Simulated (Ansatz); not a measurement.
System: Ga (model structure, started from the lonsdaleite type, P6/mmm, No. 191, 4 atoms in the cell). Method: LDA in Ansatz (PAW).

Run with plane-wave cutoff 520 eV, 18×18×10 k mesh (along the axes of the cell as run), Fermi–Dirac smearing 0.05 eV, scalar-relativistic PAW data made under PBE.

Cell (relaxed at this level):

```xyz
4
Lattice="4.3000 0.0000 0.0000 -2.1500 3.7239 0.0000 0.0000 0.0000 5.3382" Properties=species:S:1:pos:R:3 pbc="T T T"
Ga     0.0000     2.4826     0.0000
Ga     2.1500     1.2413     2.6691
Ga     2.1500     1.2413     5.3382
Ga     0.0000     2.4826     2.6691
```

Task: Give the computed bulk modulus B0.

Result: 
- bulk modulus B0 = 51.6 GPa

The run finds no gap.

Note: the bulk modulus is −V dP/dV from two relaxed cells at ±2 % in volume; the relaxation could raise the start's symmetry but not lower it, so the cell can be a saddle point.

The computed numbers hold no vibrational or temperature effects.

The result took around 4 core-minutes (rough).

A model structure was made by putting elements into a prototype or built by hand; it is no filed structure, need not be a known phase, and can be a saddle point held by its symmetry.

Ansatz is a quantum-chemistry and plane-wave program.
